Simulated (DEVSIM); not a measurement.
# Si p-i-n diode

Device: Si p-i-n diode, at 300 K.

```
layer (left to right)  material  thickness (μm)  Nd (cm⁻³)  Na (cm⁻³)  τn (s)  τp (s)
---------------------  --------  --------------  ---------  ---------  ------  ------
1                            Si           0.570          -     1.1e18  4.9e-5  4.9e-5
2                            Si           0.260     1.9e13          -  4.9e-5  4.9e-5
3                            Si           0.900     8.5e17          -  4.9e-5  4.9e-5
```

Left contact: ohmic. Right contact: ohmic. Voltage is applied to the left contact. Recombination: SRH at mid-gap, radiative. Gap narrowing is on: ΔEg = 6.92 meV × (l + √(l² + 0.5)), l = ln(N/1.3e17 cm⁻³), shared equally by both band edges. Mobility is μmin + (μ − μmin)/(1 + (N/Nref)^α).

This is a model device: material constants are rounded textbook-type values typed into the input, and sizes, dopings and lifetimes were drawn at random. Values at 300 K.

```csv
parameter,Si
gap (eV),1.124
affinity (eV),4.05
permittivity,11.7
Nc (cm⁻³),2.86e19
Nv (cm⁻³),3.1e19
μn (cm²/Vs),1417
μp (cm²/Vs),470
"μn,min",52
"μp,min",45
"Nref,n",9.7e16
"Nref,p",2.2e17
αn,0.68
αp,0.72
B (cm³/s),4.7e-15
```

Model (solved in DEVSIM): 1D drift-diffusion, Boltzmann statistics, complete ionisation; no tunnelling, impact ionisation, image-force lowering or self-heating.

The potential step across the device at zero bias is 0.918 V. The dark forward voltage at 1 A/cm² comes out as 0.656 V and the dark forward voltage at 100 A/cm² is 0.775 V.

Dark reverse current:

| V (V) | J (A/cm²) |
|---|---|
| -0.04 | -4.1e-11 |
| -0.10 | -7.5e-11 |
| -0.20 | -1.1e-10 |
| -0.30 | -1.4e-10 |
| -0.40 | -1.7e-10 |
| -0.60 | -2.1e-10 |
| -0.80 | -2.4e-10 |
| -1.00 | -2.7e-10 |
| -1.30 | -3.0e-10 |
| -1.60 | -3.2e-10 |
| -2.00 | -3.5e-10 |

Small-signal capacitance in reverse bias (quasi-static):

```
V (V)  C (nF/cm²)
-----  ----------
-0.04        41.1
-0.1         40.8
-0.2         40.3
-0.3         40.0
-0.4         39.7
-0.6         39.2
-0.8         38.9
-1           38.6
-1.3         38.3
-1.6         38.1
-2           37.8
```
